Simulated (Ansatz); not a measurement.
Input for (Ti,Ta)N alloy cell TaTiN2 (rock salt start):

Ansatz 0.2 input:
```yaml
crystal:
  lattice:
    - [0.000000002, 4.340222433, 4.340222436]
    - [4.340222356, 0.000000008, 4.34022243]
    - [4.340222363, 4.340222433, 0.000000002]
  atoms:
    - { symbol: Ti, position: [-0.000000439, 0.000000095, 0.000000109] }
    - { symbol: Ta, position: [0.000000111, 0.000000077, 0.500000028] }
    - { symbol: Ta, position: [-0.000000145, 0.500000075, -0.000000148] }
    - { symbol: Ta, position: [0.000000022, 0.499999796, 0.50000024] }
    - { symbol: Ti, position: [0.500000008, -0.000000228, 0.000000323] }
    - { symbol: Ti, position: [0.499999847, 0.000000061, 0.499999847] }
    - { symbol: Ti, position: [0.500000089, 0.500000041, 0.000000084] }
    - { symbol: Ta, position: [0.499999538, 0.500000159, 0.500000078] }
    - { symbol: N, position: [0.257272058, 0.24757628, 0.24757564] }
    - { symbol: N, position: [0.252423926, 0.242728208, 0.752423945] }
    - { symbol: N, position: [0.252424274, 0.752423913, 0.242727655] }
    - { symbol: N, position: [0.252424211, 0.752423944, 0.752424121] }
    - { symbol: N, position: [0.747576272, 0.247575597, 0.247576315] }
    - { symbol: N, position: [0.747575977, 0.247576128, 0.757271512] }
    - { symbol: N, position: [0.747576366, 0.757271897, 0.247576131] }
    - { symbol: N, position: [0.742727885, 0.752423956, 0.75242412] }
basis:
  ecutwfc: 420
  ecutrho_ratio: 4
  xc_grid: 2
kpoints:
  mp_grid: { grid: [5, 5, 5] }
hamiltonian:
  xc: pbe
  dispersion: none
  pseudopotentials: { kind: paw }
scf:
  n_extra_bands: 24
  occupations: { method: fermi_dirac, width: 0.05 }
output:
  forces: true
  stress: true
relax:
  f_tol: 0.03
  max_steps: 90
  cell: { stress_tol: 0.15 }
```

Method: PBE (plane waves to 420 eV, PAW; Ansatz, a quantum-chemistry and plane-wave program). Scalar-relativistic, without spin–orbit coupling; the runs are not spin-polarised. Its k-point mesh 5×5×5, Fermi–Dirac width 0.05 eV.

Task: What does the end of the output print (band table and long remarks left out, numbers rounded to eight decimals)?

Result: 
```
SCF converged after 7 iterations
Free energy (F): -52820.729679 eV
Harris-Foulkes:  -52820.729679 eV  (|F-HF|=0.00e0)
Internal energy: -52820.665258 eV  (E = F + TS)
E sigma→0 (E₀):  -52820.697469 eV
Entropy (-TS):   -0.064421 eV (-4.026 meV/atom)
Fermi energy:    19.224737 eV
--- Per-component energies (eV) ---
  E_band       = -567.739177
  E_kinetic    = 3625.362924
  E_local      = -5560.702992  (includes V_loc(G=0)·N_el)
  E_nonlocal   = 447.580682
  E_hartree    = 2070.783060
  E_xc         = -1758.404377
  E_vxc        = -1934.594043  (∫ρ·V_xc dr)
  E_paw        = -38794.314867  (= ΣΔE_a)
  E_vpaw       = -1286.953602  (= ΣTr[D̂ρ^β])
  E_aug_tail   = 0.001736  (compensation charges beyond the density's cutoff)
  E_ewald      = -12850.971425
  E_smearing   = -0.064421  (= −TS)
  E_closure    = 0.000000  (closes the sum)
  Σ components = -52820.729679   (vs F -52820.729679, Δ=0.00e0)
--- Forces (eV/Å), atoms counted from 1 ---
  atom   1  Ti     0.00000000    0.00000000     0.00000000
  atom   2  Ta    0.00000000     0.00000000    0.00000000
  atom   3  Ta     0.00000000    0.00000000    0.00000000
  atom   4  Ta     0.00000000    0.00000000     0.00000000
  atom   5  Ti    0.00000000     0.00000000     0.00000000
  atom   6  Ti    0.00000000     0.00000000     0.00000000
  atom   7  Ti    0.00000000    0.00000000     0.00000000
  atom   8  Ta    0.00000000     0.00000000    0.00000000
  atom   9  N     -0.01322462     0.01322462     0.01322462
  atom  10  N     -0.01322462     0.01322462    -0.01322462
  atom  11  N     -0.01322462    -0.01322462     0.01322462
  atom  12  N      0.01322462     0.01322462     0.01322462
  atom  13  N     -0.01322462    -0.01322462    -0.01322462
  atom  14  N      0.01322462     0.01322462    -0.01322462
  atom  15  N      0.01322462    -0.01322462     0.01322462
  atom  16  N      0.01322462    -0.01322462    -0.01322462
  max |Σ_I F_I| component: 1.56e-17 eV/Å
--- Stress (GPa, compression-positive) ---
       -0.029443      0.000000      0.000000
       0.000000      -0.029443       0.000000
       0.000000       0.000000      -0.029443
  P = ⅓ Tr σ = -0.0294 GPa (-0.294 kbar)
--- Relaxed structure (2 steps of the walk, 2 accepted, 1 SCFs on fresh bases) ---
  F+E_penalty+E_count = -52820.72967935 eV   max|allowed force component| = 1.322e-2 eV/Å   (the final SCF, on the basis selected at the relaxed cell)
  cell:  # Å, volume = 163.3174 Å³
    - [0.0, 4.33844573, 4.33844573]
    - [4.33844573, 0.0, 4.33844573]
    - [4.33844573, 4.33844573, 0.0]
  atoms:
    - { symbol: Ti, position: [0.0, 0.0, 0.0] }
    - { symbol: Ta, position: [0.0, 0.0, 0.50000000] }
    - { symbol: Ta, position: [0.0, 0.5, 0.0] }
    - { symbol: Ta, position: [0.0, 0.5, 0.50000000] }
    - { symbol: Ti, position: [0.5, 0.0, 0.0] }
    - { symbol: Ti, position: [0.5, 0.0, 0.5] }
    - { symbol: Ti, position: [0.5, 0.5, 0.0] }
    - { symbol: Ta, position: [0.5, 0.50000000, 0.5] }
    - { symbol: N, position: [0.25759145, 0.24746952, 0.24746952] }
    - { symbol: N, position: [0.25253048, 0.24240855, 0.75253048] }
    - { symbol: N, position: [0.25253048, 0.75253048, 0.24240855] }
    - { symbol: N, position: [0.25253048, 0.75253048, 0.75253048] }
    - { symbol: N, position: [0.74746952, 0.24746952, 0.24746952] }
    - { symbol: N, position: [0.74746952, 0.24746952, 0.75759145] }
    - { symbol: N, position: [0.74746952, 0.75759145, 0.24746952] }
    - { symbol: N, position: [0.74240855, 0.75253048, 0.75253048] }
```

Cost: very roughly 28 core-seconds.
